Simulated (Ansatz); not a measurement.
Start from an 18-atom supercell of TiSi₂ (space group Cmcm, No. 63; a = 3.515 Å, b = 13.349 Å, c = 3.557 Å) at its relaxed geometry.

Method: DFT with PBEsol, PAW potentials and a 420 eV plane-wave cutoff in Ansatz (a quantum-chemistry and plane-wave program), no SOC, earlier PAW set.

Base values:

* **Pressure**: 0.0 GPa

It is then changed as follows: one H atom is added in an open site, starting 1.67 Å from the nearest host atom, atoms relaxed at fixed cell, starting from a slightly rattled geometry.

**Question.** Estimate the effect on the final site of the added atom, pressure and largest displacement of a host atom from its site in the perfect cell.

**Answer.** The final site of the added atom amounts to 2 Si at 1.71–1.76 Å and 2 Ti at 1.90 Å; the pressure goes from zero to 2.0 GPa; the largest displacement of a host atom from its site in the perfect cell is 0.16 Å.

The cell is small, so the values are those of an ordered compound at a high defect concentration; dilute-limit values will differ. All final runs are without spin polarisation. The defect cell is not spin-polarised.
